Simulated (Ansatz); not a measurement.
**Response to strain in SiC**

Base system: SiC in the wurtzite structure (space group P6_3mc, No. 186; a = 3.092 Å, c = 5.074 Å). Axes: x lies along a and z along c of the hexagonal cell.

Strains are applied to the cell and any free atomic positions relax; under biaxial strain the out-of-plane vector relaxes too.

The values are results of Ansatz (a quantum-chemistry and plane-wave program) PBE, scalar-relativistic without spin-orbit coupling, not measurements.

Notes on the quantities. pressure: mean of the normal stresses, compression positive.

```json
[
 {"change": "base", "out-of-plane strain": "–", "pressure": "0.00 GPa", "band gap": "2.31 eV"},
 {"change": "biaxial strain −3.00 %, plane normal [001], relaxed out of plane", "out-of-plane strain": "[?]", "pressure": "13.22 GPa", "band gap": "1.89 eV"},
 {"change": "biaxial strain −2.40 %, plane normal [001], relaxed out of plane", "out-of-plane strain": "[?]", "pressure": "10.32 GPa", "band gap": "1.98 eV"},
 {"change": "biaxial strain −1.80 %, plane normal [001], relaxed out of plane", "out-of-plane strain": "+0.36 %", "pressure": "7.56 GPa", "band gap": "2.07 eV"},
 {"change": "biaxial strain −1.20 %, plane normal [001], relaxed out of plane", "out-of-plane strain": "[?]", "pressure": "4.91 GPa", "band gap": "2.15 eV"},
 {"change": "biaxial strain −0.60 %, plane normal [001], relaxed out of plane", "out-of-plane strain": "+0.12 %", "pressure": "2.40 GPa", "band gap": "2.23 eV"}
]
```

### Question
Some entries are withheld; estimate them.

### Answer

- biaxial strain −3.00 %, plane normal [001], relaxed out of plane, out-of-plane strain: +0.61 %
- biaxial strain −2.40 %, plane normal [001], relaxed out of plane, out-of-plane strain: +0.48 %
- biaxial strain −1.20 %, plane normal [001], relaxed out of plane, out-of-plane strain: +0.24 %

Stability against distortions was not tested.
